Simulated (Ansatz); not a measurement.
A calculation on MoSeS (P-3m1, No. 164, 6 atoms in the cell; start mp-1221404) returned lattice constant a 3.241 Å, lattice parameter c 12.874 Å, cohesive energy 4.78 eV/atom, band gap 0.86 eV.

**Question.** Which level of theory produced these numbers?
A. r²SCAN (Ansatz, a first-principles code)
B. PBEsol (Ansatz)
C. r²SCAN+rVV10 (Ansatz)
D. LDA (Ansatz)

**Answer.** C, r²SCAN+rVV10 (Ansatz)

The others give: LDA 3.190 Å, 12.569 Å, 6.02 eV/atom, 0.53 eV; r²SCAN 3.252 Å, 13.563 Å, 4.55 eV/atom, 1.07 eV; PBEsol 3.206 Å, 13.289 Å, 5.33 eV/atom, 0.89 eV.

Unless a cell is named, each level is at its own relaxed cell (LDA 18.46, PBEsol 19.71, r²SCAN 20.70, r²SCAN+rVV10 19.52 Å³/atom).

Spin–orbit coupling is included only where a level's name says +SOC; with heavier elements it mostly lowers gaps and can invert bands. Density-functional gaps are differences of (generalised) Kohn–Sham levels.

The crystal itself was run without spin with LDA, r²SCAN, PBEsol, r²SCAN+rVV10; a magnetic state was not tried in these runs.

Caveats: the relaxation could not lower the start's symmetry, so the cell can be a saddle point above a distorted one (LDA, r²SCAN, PBEsol, r²SCAN+rVV10). Ansatz's density-functional and Hartree–Fock values are scalar-relativistic unless marked +SOC, with PAW data made under PBE.

A start named mp-… is a Materials Project structure, which need not be a measured phase.
